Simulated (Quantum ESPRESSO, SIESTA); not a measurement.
A SIESTA input for a self-consistent single point of LaCoSi3 (I4mm, 5 atoms in the cell) (DFT, GGA PBEsol, numerical atomic orbitals DZP, PseudoDojo PBEsol standard norm-conserving potentials (rewritten from UPF to PSML)):

```
# files in the folder: La.psml Co.psml Si.psml (PseudoDojo PBEsol standard)
SystemName  LaCoSi3
SystemLabel lacosi3

NumberOfAtoms                5
NumberOfSpecies              3
%block ChemicalSpeciesLabel
  1 57 La
  2 27 Co
  3 14 Si
%endblock ChemicalSpeciesLabel
LatticeConstant              1.0 Ang
%block LatticeVectors
    -2.014879000    2.014879000    4.664435000
     2.014879000   -2.014879000    4.664435000
     2.014879000    2.014879000   -4.664435000
%endblock LatticeVectors
AtomicCoordinatesFormat      ScaledCartesian
%block AtomicCoordinatesAndAtomicSpecies
    -0.000000000    0.000000000    0.046271195  1
    -0.000000000    0.000000000    6.175058919  2
     0.000000000   -0.000000000    3.967568411  3
     2.014879000    0.000000000    2.438659907  3
     0.000000000    2.014879000    2.438659907  3
%endblock AtomicCoordinatesAndAtomicSpecies

XC.functional                GGA
XC.authors                   PBEsol
PAO.BasisSize                DZP
PAO.EnergyShift              0.01 Ry
MeshCutoff                   350 Ry
%block kgrid.MonkhorstPack
    8   0   0  0.0
    0   8   0  0.0
    0   0   8  0.0
%endblock kgrid.MonkhorstPack
OccupationFunction           FD
ElectronicTemperature        0.1 eV

MaxSCFIterations             150
SCF.Mixer.Method             Pulay
SCF.Mixer.Weight             0.2
SCF.Mixer.History            6
SCF.DM.Tolerance             1.0E-04
Diag.ParallelOverK           true
WriteForces                  true
```

**Question.** Write the same calculation as an input for Quantum ESPRESSO.

**Answer.** This is the input that was run; spellings and numerical settings could be chosen otherwise.

```fortran
&control
    calculation = 'scf'
    prefix = 'pwscf'
    outdir = './tmp'
    pseudo_dir = './'
    tprnfor = .true.
    tstress = .true.
/
&system
    ibrav = 0
    nat = 5
    ntyp = 3
    ecutwfc = 50
    ecutrho = 400
    occupations = 'smearing'
    smearing = 'fd'
    degauss = 0.0073499
/
&electrons
    conv_thr = 1e-10
    mixing_beta = 0.4
/
ATOMIC_SPECIES
La   138.9055  la_pbesol_v1.uspp.F.UPF
Co    58.9332  co_pbesol_v1.2.uspp.F.UPF
Si    28.0850  si_pbesol_v1.uspp.F.UPF
CELL_PARAMETERS angstrom
  -2.014879000     2.014879000     4.664435000
   2.014879000    -2.014879000     4.664435000
   2.014879000     2.014879000    -4.664435000
ATOMIC_POSITIONS crystal
La    0.004960000    0.004960000    0.000000000
Co    0.661930000    0.661930000    0.000000000
Si    0.425300000    0.425300000    0.000000000
Si    0.261410000    0.761410000    0.500000000
Si    0.761410000    0.261410000    0.500000000
K_POINTS automatic
8 8 8  0 0 0
```

Basis, cutoffs, solver keys and any potentials are the target program's own. This input uses DFT, PBEsol, plane waves, GBRV 1.5 ultrasoft (PBESOL) pseudopotentials.

The starting cell comes from a database of computed structures (which also holds hypothetical and non-ambient phases and stackings), without a prior relaxation at this level. Its lattice was rescaled by a random factor within 2.5 % of one. For this run, on top of that: lattice scaled by 0.98.
